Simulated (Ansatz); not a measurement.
W: element substitutions

Take W in the fcc (Cu type) structure (space group Fm-3m, No. 225; a = 3.9976 Å) as the base.

Each row replaces one element on all its sites; cell and atoms are relaxed.

Calculations: DFT with PBEsol, PAW potentials and a 420 eV plane-wave cutoff in Ansatz (an electronic-structure program), no spin-orbit coupling.

| change | shortest interatomic distance | density |
|---|---|---|
| base | 2.827 Å | 19.11 g/cm³ |
| W → Bi | 3.495 Å | 11.50 g/cm³ |
| W → Pt | ___ | ___ |
| W → Ta | 2.954 Å | 16.49 g/cm³ |

Task: Complete the table.

Result: 
- W → Pt, shortest interatomic distance: 2.771 Å
- W → Pt, density: 21.54 g/cm³

Stability against distortions was not tested. As relaxed here, Bi is a hypothetical phase, not in the database extracts checked. The final runs are not spin-polarised. This is not the structure that W has at room temperature and ambient pressure. This is not the structure that Ta has at room temperature and ambient pressure.
